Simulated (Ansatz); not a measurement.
## Ca: response to strain

Base system: Ca in the fcc (Cu type) structure (space group Fm-3m, No. 225; a = 5.4558 Å; relaxed with 0.1 eV smearing).

Strains are applied to the cell and any free atomic positions relax.

Method: PBEsol (Ansatz, a program for electronic structure; PAW; 420 eV plane waves; no spin-orbit coupling).

Candidates:
(a) isotropic strain −3.00 %
(b) isotropic strain +1.00 %
(c) isotropic strain −2.00 %
(d) isotropic strain +2.00 %

Notes on the quantities. energy relative to the base: free energy F.

Q: Order them by energy relative to the base, highest first.

A: (a) isotropic strain −3.00 % (+20 meV/atom), (c) isotropic strain −2.00 % (+8.7 meV/atom), (d) isotropic strain +2.00 % (+7.8 meV/atom), (b) isotropic strain +1.00 % (+2.0 meV/atom)

Stability against distortions was not tested.
